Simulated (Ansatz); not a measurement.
Nb, response to strain

Start from Nb in the bcc (W type) structure (space group Im-3m, No. 229; a = 3.248 Å; relaxed with 0.1 eV smearing). Axes: x, y, z lie along the cube axes.

Strains are applied to the cell and any free atomic positions relax.

Calculations: LDA (Ansatz, a program for electronic structure; PAW; 420 eV plane waves; scalar-relativistic without spin-orbit coupling).

Notes on the quantities. energy relative to the base: free energy F.

```json
[
 {"uniaxial strain ε_zz (%)": "-3", "energy relative to the base (meV/atom)": "13.7"},
 {"uniaxial strain ε_zz (%)": "-2.5", "energy relative to the base (meV/atom)": "9.5"},
 {"uniaxial strain ε_zz (%)": "-2", "energy relative to the base (meV/atom)": "6.0"},
 {"uniaxial strain ε_zz (%)": "-1.5", "energy relative to the base (meV/atom)": "?"},
 {"uniaxial strain ε_zz (%)": "-1", "energy relative to the base (meV/atom)": "1.5"},
 {"uniaxial strain ε_zz (%)": "-0.5", "energy relative to the base (meV/atom)": "0.4"},
 {"uniaxial strain ε_zz (%)": "0", "energy relative to the base (meV/atom)": "0.0"}
]
```

Question: Fit ΔE = Aε² + Bε³ (ε in %) to the rows shown and predict the withheld row.

Answer: Least squares on the printed values gives A = 1.48 and B = -0.015 meV/atom (largest residual 0.0 meV/atom); this predicts 3.4 meV/atom, and the run gives 3.4 meV/atom, in agreement.

Whether these cells are dynamically stable was not tested. The final runs are not spin-polarised.
